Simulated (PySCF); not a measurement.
PySCF 2.14.0, WB97X/def2-svp, df: Cu(I)(MeCN) (CC#[N]->[Cu][I]), 8 atoms. The geometry is a generated start, not checked to be a minimum at this level.

- task = energy
- method = wb97x
- basis = def2-svp
- two-electron scheme = density fitting
- mol.max_memory = 3000 MB
- mf.max_cycle = 100
- mf.conv_tol = 1e-09 (default)
- mf.grids.level = 3 (default)
- effective core potentials = those of the basis set, past Kr
- basis functions = 114
- grid points = 114160

```xyz
8

Cu    -0.4135     1.9455    -1.6707
I     -0.7882     3.7785    -3.2131
C      0.2779    -1.3142     1.1265
C      0.0466    -0.2449     0.2158
N     -0.1343     0.6049    -0.5441
H      0.0979    -0.9711     2.1459
H      1.3097    -1.6580     1.0391
H     -0.3960    -2.1408     0.9006
```

Charge 0 and multiplicity 1 are set for this test and not shown to be the ground state.

With the defaults (mf.DIIS = CDIIS, mf.diis = true, mf.level_shift = 0, mf.init_guess = minao, mf.diis_space = 8, mf.damp = 0, mf.diis_start_cycle = 1) it converges in 17 Fock builds. One run each on 2 threads, 1 BLAS thread, with these changes:
- mf.damp = 0.7, mf.diis_start_cycle = 8
- mf.diis_space = 5
- mf.init_guess = 1e
- mf.init_guess = mod_huckel
- mf.level_shift = 0.1 Hartree
- mf.diis = false
- mf.DIIS = EDIIS
- mf.DIIS = ADIIS
- mf.init_guess = huckel

**Question.** Which of these changes keep the SCF from converging, or lead it to another solution?

**Answer.** No convergence: mf.DIIS = EDIIS; mf.diis = false (the run ends without SCF convergence in 100 cycles). The rest reach the solution of the defaults.

| setting | Fock builds | end |
|---|---|---|
| the defaults | 17 | same solution |
| mf.level_shift = 0.1 Hartree | 17 | same solution |
| mf.diis_space = 5 | 18 | same solution |
| mf.damp = 0.7, mf.diis_start_cycle = 8 | 18 | same solution |
| mf.init_guess = mod_huckel | 20 | same solution |
| mf.init_guess = huckel | 20 | same solution |
| mf.init_guess = 1e | 21 | same solution |
| mf.DIIS = ADIIS | 22 | same solution |
| mf.DIIS = EDIIS | 101 | no convergence |
| mf.diis = false | 101 | no convergence |
